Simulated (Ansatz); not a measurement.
**Sn: response to strain**

Base system: Sn in the diamond structure (space group Fd-3m, No. 227; a = 6.540 Å; relaxed with 0.1 eV smearing). Axes: x, y, z lie along the cube axes.

Strains are applied to the cell and any free atomic positions relax.

The values are results of Ansatz (an electronic-structure program) PBEsol, no SOC, not measurements.

Notes on the quantities. energy relative to the base: free energy F.

| change | volume per atom | energy relative to the base |
|---|---|---|
| base | 34.97 Å³ | 0 meV/atom |
| tensor shear ε_xy = +0.29 % | 34.97 Å³ | +0.1 meV/atom |
| tensor shear ε_xy = +0.57 % | 34.97 Å³ | +0.4 meV/atom |
| tensor shear ε_xy = +1.71 % | 34.96 Å³ | +3.5 meV/atom |
| tensor shear ε_xy = +0.86 % | 34.97 Å³ | +0.9 meV/atom |
| tensor shear ε_xy = +1.14 % | 34.96 Å³ | +1.5 meV/atom |
| tensor shear ε_xy = +2.00 % | 34.95 Å³ | +4.7 meV/atom |
| tensor shear ε_xy = +1.43 % | 34.96 Å³ | +2.4 meV/atom |

Stability against distortions was not tested.
